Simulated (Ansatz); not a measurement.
# BeS (model structure, started from the NiAs type, P6₃/mmc, No. 194, 4 atoms in the cell)

Level of theory: r²SCAN (PAW; Ansatz, a quantum-chemistry and plane-wave program).

Settings: plane-wave cutoff 560 eV, 12×12×8 k mesh (along the axes of the cell as run), Fermi–Dirac smearing 0.01 eV, scalar-relativistic PAW data made under PBE.

Cell (relaxed with PBEsol):

```
BeS
1.0
    3.27121     0.00000     0.00000
   -1.63561     2.83295     0.00000
    0.00000     0.00000     5.20687
Be S
2 2
Direct
  0.00000   0.00000   0.00000
  0.00000   0.00000   0.50000
  0.33333   0.66667   0.25000
  0.66667   0.33333   0.75000
```

```
Quantity                                                 Result
-------------------------------------------  ------------------
band gap                                     1.78 eV (indirect)
smallest direct gap on the k points sampled             4.08 eV
```

Note: the relaxation could raise the start's symmetry but not lower it, so the cell can be a saddle point; cell and atoms aren't relaxed at this level (pressure 3.2 GPa).

Static lattice: no zero-point or thermal effects.

The result took about 13 core-seconds (a rough figure).

A model structure was made by putting elements into a prototype or built by hand; it is no filed structure, need not be a known phase, and can be a saddle point held by its symmetry.
